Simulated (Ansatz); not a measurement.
Take MgO (space group P3m1, No. 156; a = 3.265 Å, c = 15.509 Å; a cell from a computed database, its experimental status unchecked) as the base.

Calculations: DFT with PBEsol, PAW potentials and a 420 eV plane-wave cutoff in Ansatz (an electronic-structure program), no spin-orbit coupling.

Before the change:

| Item | Result |
|---|---|
| Valence-band top at Γ | 0.00, -0.14, -0.14 eV |
| Volume per atom | 11.93 Å³ |
| Band gap | 3.43 eV |

The change: cell and atoms relaxed at a pressure of 0.3 GPa.

**Question.** What happens to the valence-band top at Γ?

**Answer.** The valence-band top at Γ (three highest levels, from the VBM) stays 0.00, -0.14, -0.14 eV.

**Question.** Estimate the effect on the volume per atom.

**Answer.** The volume per atom shrinks by 0.028 Å³, from 11.93 Å³ to 11.91 Å³.

**Question.** Estimate the effect on the band gap.

**Answer.** The band gap grows by 0.012 eV, from 3.43 eV to 3.45 eV.

Load acts through the strain it causes; cell and atoms are relaxed under it. Whether these cells are dynamically stable was not tested. The base started in Cm and relaxed to P3m1 at this level. This is not the structure that MgO has at room temperature and ambient pressure.
